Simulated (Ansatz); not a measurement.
Ansatz (a quantum-chemistry and plane-wave program) run on YTiSi (P1, 6 atoms in the cell): relaxation of the atoms.

Method: LDA (PW92), default PAW files made with PBE (plane waves; Ansatz).

The change in words: atoms moved at random; scf.convergence.dr2_threshold: default (1e-07 eV) → 0.001 eV; relax: default → atoms; relax.f_tol: default → 0.03 eV/Å. Reference geometry:
```
CELL_PARAMETERS angstrom
      4.01805     0.00000     0.00000
      0.00000     4.01805     0.00000
      0.00000     0.00000     7.68723
ATOMIC_POSITIONS crystal
  Y  0.00000 0.50000 0.34948
  Y  0.50000 0.00000 0.65052
  Ti 0.00000 0.00000 0.00000
  Ti 0.50000 0.50000 0.00000
  Si 0.00000 0.50000 0.76544
  Si 0.50000 0.00000 0.23456
```
Moments meant for the start (each program seeds them in its own way; μB, in the order of the atoms Y Y Ti Ti Si Si): 0.0 0.0 1.0 1.0 0.0 0.0.

Reference input (self-consistent single point, DFT, LDA (PW92), plane waves, default PAW files made with PBE): kpoints.mp_grid.grid = 5 5 3; hamiltonian.xc = lda; hamiltonian.pseudopotentials = {kind: paw} (the program's default PAW files); magnetization.spin_polarized = true; scf.occupations.method = methfessel_paxton; scf.occupations.width = 0.2 eV. This run's input differs from it in these lines:

Ansatz 0.2 input:
```diff
@@ -6,8 +6,8 @@
   atoms:
-    - { symbol: Y, position: [0.000000, 0.500000, 0.349480] }
-    - { symbol: Y, position: [0.500000, 0.000000, 0.650520] }
-    - { symbol: Ti, position: [0.000000, 0.000000, 0.000000], spin: 1.0 }
-    - { symbol: Ti, position: [0.500000, 0.500000, 0.000000], spin: 1.0 }
-    - { symbol: Si, position: [0.000000, 0.500000, 0.765440] }
-    - { symbol: Si, position: [0.500000, 0.000000, 0.234560] }
+    - { symbol: Y, position: [-0.006421, 0.493696, 0.351722] }
+    - { symbol: Y, position: [0.502409, -0.001191, 0.646530] }
+    - { symbol: Ti, position: [-0.001834, -0.000057, -0.000869], spin: 1.0 }
+    - { symbol: Ti, position: [0.507357, 0.504462, -0.000572], spin: 1.0 }
+    - { symbol: Si, position: [-0.000675, 0.498092, 0.768847] }
+    - { symbol: Si, position: [0.499163, 0.004998, 0.234344] }
 kpoints:
@@ -21,2 +21,5 @@
   occupations: { method: methfessel_paxton, width: 0.2 }
+  convergence: { dr2_threshold: 1.0e-03 eV }
+relax:
+  f_tol: 0.03
 output:
```

Output, abridged:

```
   [... SCF lines of the steps left out ...]
relax step   1: F+E_penalty+E_count = -13613.06136797 eV  Δ(F+E_penalty+E_count) = +0.000e0 eV  max|allowed force component| = 6.999e-1 eV/Å  Δτ_max = 0.0000 Å  (21 SCF iters, accepted)
relax step   2: F+E_penalty+E_count = -13613.10415305 eV  Δ(F+E_penalty+E_count) = -4.279e-2 eV  max|allowed force component| = 5.234e-1 eV/Å  Δτ_max = 0.1950 Å  (14 SCF iters, accepted)
relax step   3: F+E_penalty+E_count = -13613.14805253 eV  Δ(F+E_penalty+E_count) = -4.390e-2 eV  max|allowed force component| = 5.562e-2 eV/Å  Δτ_max = 0.0884 Å  (10 SCF iters, accepted)
relax step   4: F+E_penalty+E_count = -13613.14854391 eV  Δ(F+E_penalty+E_count) = -4.914e-4 eV  max|allowed force component| = 5.557e-3 eV/Å  Δτ_max = 0.0085 Å  (6 SCF iters, accepted)
the relaxation's final electronic state is not compared with the one that a single-point calculation of its input finds at the relaxed geometry …
Stability not checked (fill_not_monotonic)
Magnetization: -0.0000 μB (27.0000 up, 27.0000 down)
Absolute magnetization: 0.0001 μB (∫|ρ↑−ρ↓|, with the PAW one-centre terms)
Spin contamination: 0.0000 ħ² per cell (⟨S²⟩ above its minimum at these occupations)
   [... lines left out ...]
Free energy (F): -13613.148544 eV
Fermi energy:    10.501404 eV
   [... lines left out ...]
    - { symbol: Ti, position: [-6.575728767100746e-5, -4.436342086425194e-5, -3.8821269317893416e-6] }
    - { symbol: Ti, position: [0.5000355669430243, 0.5000095814351452, -1.5034667576416939e-5] }
    - { symbol: Si, position: [4.1614735621319425e-5, 0.49999113564086406, 0.7678638055635577] }
    - { symbol: Si, position: [0.4999150270054196, -1.4418602608613613e-5, 0.2321822955804157] }
```

The run converged.  The full log also holds: “iter 7 did not close the SCF: its close was put off for a magnetic moment that had not settled (scf_convergence_deferred on its scf_iter line)”. The full log also holds: “iter 8 did not close the SCF: its close was put off for a magnetic moment that had not settled (scf_convergence_deferred on its scf_iter line)”.

Summary of the result:
| Property | Value |
|---|---|
| Free energy E − TS (on the zero of these files) | -13613.1485 eV |
| Fermi level (on the code's own zero) | 10.50 eV |
| Pressure | -5.33 GPa |
| Largest force (vector length) | 0.006 eV/Å |
| Size of the cell's spin moment | 0.00 μB |
| Relaxation steps | 4 |

The starting cell comes from a database of computed structures (which also holds hypothetical and non-ambient phases and stackings), without a prior relaxation at this level. For this run, on top of that: atoms moved at random. The starting moments vanished: the run ended non-magnetic. The program warned that a starting moment was not kept. Ansatz's pressure includes its estimate of the finite-basis (Pulay) stress.

Cost on one core of a shared machine: roughly 3 min.
